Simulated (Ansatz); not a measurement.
## BeS, response to strain

Start from BeS in the zinc blende structure (space group F-43m, No. 216).

```
BeS
1.0
    0.00000     2.43431     2.43431
    2.43431     0.00000     2.43431
    2.43431     2.43431     0.00000
Be S
1 1
Direct
  0.00000   0.00000   0.00000
  0.25000   0.25000   0.25000
```

Cartesian axes are those of the cell as printed.

Strains are applied to the cell and any free atomic positions relax; under biaxial strain the out-of-plane vector relaxes too.

Calculations: Kohn–Sham DFT with the r2SCAN functional, run in Ansatz (a quantum-chemistry and plane-wave program) with PAW and 500 eV plane waves, no spin-orbit coupling.

Candidates:
(a) biaxial strain −0.50 %, plane normal [001], relaxed out of plane
(b) biaxial strain −3.00 %, plane normal [001], relaxed out of plane
(c) biaxial strain −2.00 %, plane normal [001], relaxed out of plane
(d) biaxial strain −2.50 %, plane normal [001], relaxed out of plane
(e) biaxial strain −1.00 %, plane normal [001], relaxed out of plane

Base values:

The band gap is 3.59 eV.

Question: Order them by band gap, highest first.

Answer: (a) biaxial strain −0.50 %, plane normal [001], relaxed out of plane (3.54 eV), (e) biaxial strain −1.00 %, plane normal [001], relaxed out of plane (3.48 eV), (c) biaxial strain −2.00 %, plane normal [001], relaxed out of plane (3.37 eV), (d) biaxial strain −2.50 %, plane normal [001], relaxed out of plane (3.31 eV), (b) biaxial strain −3.00 %, plane normal [001], relaxed out of plane (3.25 eV)

Gaps are read on the SCF mesh and a high-symmetry path. Stability against distortions was not tested.
